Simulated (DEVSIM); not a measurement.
Structure: Schottky contact on n-type Si, at 300 K.

Layer 1 from the left is Si, thickness (μm) 0.570, Nd (cm⁻³) 3.8e15, τn (s) 4.3e-7, τp (s) 4.3e-7.

Left contact: Schottky, work function 4.82 eV, emission velocity 3.9e6 cm/s. Right contact: ohmic. Voltage is applied to the left contact. Recombination: SRH at mid-gap, radiative. Mobility is constant in doping.

The device is made up for the run: typed textbook-type constants, with dimensions and the other settings drawn at random. Values at 300 K.

Si: gap (eV) 1.124, affinity (eV) 4.05, permittivity 11.7, Nc (cm⁻³) 2.86e19, Nv (cm⁻³) 3.1e19, μn (cm²/Vs) 1417, μp (cm²/Vs) 470, B (cm³/s) 4.7e-15.

Simulated with DEVSIM: 1D drift-diffusion, Boltzmann statistics, complete ionisation; no tunnelling, impact ionisation, image-force lowering or self-heating. Metal contacts follow the ideal Schottky-Mott rule: no Fermi-level pinning, no interface dipoles.

### Question
What does the simulation give for the dark forward voltage at 1 A/cm², the largest field in the device at zero bias, the dark forward voltage at 100 A/cm²?

### Answer
dark forward voltage at 1 A/cm² 0.343 V; largest field in the device at zero bias 25000 V/cm; dark forward voltage at 100 A/cm² 0.474 V.
